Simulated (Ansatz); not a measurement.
# monoclinic HfO2: the defect Y on the Hf site + Y on the Hf site + O vacancy

Level of theory: PBE, PAW (plane waves to 420 eV; Ansatz, an electronic-structure program). Details: 96-site cell; 2×2×2 shifted k-points; start: the Hf site; Hf 3.34 Å away; O(1,3-fold) 2.05 Å away; no spin–orbit coupling; finite-size errors of tenths of an eV; relaxed from one start, so a lower configuration may exist; flagged in the runs: a host whose relaxation on this sampling wasn't shown to rest.

Neighbours after relaxation, in Å: of the emptied site: Y 2.20, Hf 2.32, Hf 2.34, O 2.38, O 2.39, O 2.44; of the Y atom: O 2.15, O 2.19, O 2.21, O 2.23, O 2.27, O 2.31; of the Y atom: O 2.19, O 2.22, O 2.25, O 2.26, O 2.33, O 2.35, O 2.38.

```json
[
 {"charge": "0", "moment (μB)": "not spin-polarised", "point group": "C1", "largest move off a lattice site (Å)": "0.46"}
]
```

Point groups are those of the whole cell at tolerances of 0.03 and 0.1 Å ("near" where only the looser one holds); none is given for unsettled states.

Flagged in the runs: a host whose relaxation on this sampling wasn't shown to rest.

All states together cost about 70 core-minutes (a rough figure).
